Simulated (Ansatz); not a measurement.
**CdI2 under a change: uniaxial stress, 1 GPa compression along x**

Take CdI$_{2}$ in the CdI2 type structure (space group P-3m1, No. 164; a = 4.153 Å, c = 6.554 Å; layered, stacked along the Cartesian z axis) as the base. Axes: x lies along a and z along c of the hexagonal cell.

Perturbation: uniaxial stress, 1 GPa compression along x, with the cell and atoms free to relax against it.

Computed with Ansatz (a quantum-chemistry and plane-wave program), PBEsol-D3(BJ), PAW, cutoff 420 eV, without spin-orbit coupling, earlier PAW set. k-mesh 9×9×5 (Γ-centred); smearing 0.05 eV (Fermi–Dirac).

- Volume per atom: 32.29 Å³ (base 32.62 Å³)
- Space group: C2/m (No. 12) (base P-3m1 (No. 164))
- Energy relative to the base (free energy F): +2.4 meV/atom
- Band gap: 2.03 eV (base 2.17 eV)
- Gap character: indirect, Γ–M₂ (31 % along) → k = (0.444, 0, 0.400) in the run's primitive reciprocal basis
- Smallest direct gap: 2.64 eV (base 2.56 eV)
- Strain response (xx, yy, zz): (−2.37, +0.70, +0.67) %

Final structure:

```yaml
crystal:
  lattice:
    - [4.05419, 0.00000, 0.00000]
    - [-2.02709, 3.62158, 0.01810]
    - [0.00000, 0.03299, 6.59772]
  atoms:
    - { symbol: Cd, position: [0.00000, 0.00000, 0.00000] }
    - { symbol: I, position: [0.66645, 0.33289, 0.26186] }
    - { symbol: I, position: [0.33355, 0.66711, 0.73814] }
```

With I present, leaving out spin-orbit coupling can change the band edges. Beyond what the load breaks, stability against distortions was not tested. Labels are those of the standard path for the cell's own space group.
